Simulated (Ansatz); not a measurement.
Consider CdSe in the wurtzite structure (space group P6_3mc, No. 186; a = 4.3828 Å, c = 7.1544 Å). Axes: x lies along a and z along c of the hexagonal cell.

Method: Ansatz (an electronic-structure program) PBE, no spin-orbit coupling.

For the base:

| Item | Result |
|---|---|
| Valence-band top at Γ | 0.00, 0.00, -0.04 eV |
| Band gap | 0.54 eV |

Perturbation: compressive biaxial strain of 1.80 % in the plane normal to [001], as in epitaxy on a mismatched substrate; the out-of-plane cell vector and the atoms relax.

Problem. Predict the new in-plane stress, electron mass, valence-band top at Γ, band gap and ratio −ε⊥/ε∥.

Solution. The mean in-plane stress (compression positive) amounts to +1.4 GPa; the electron mass comes out as 0.060 mₑ (at Γ); the valence-band top at Γ (three highest levels, from the VBM) changes from 0.00, 0.00, -0.04 eV to 0.00, 0.00, -0.19 eV; the band gap decreases by 0.02 eV to 0.52 eV; the ratio −ε⊥/ε∥ amounts to 0.84.

Masses are band curvatures over ±0.01 Å⁻¹ around the edge. Whether these cells are dynamically stable was not tested.
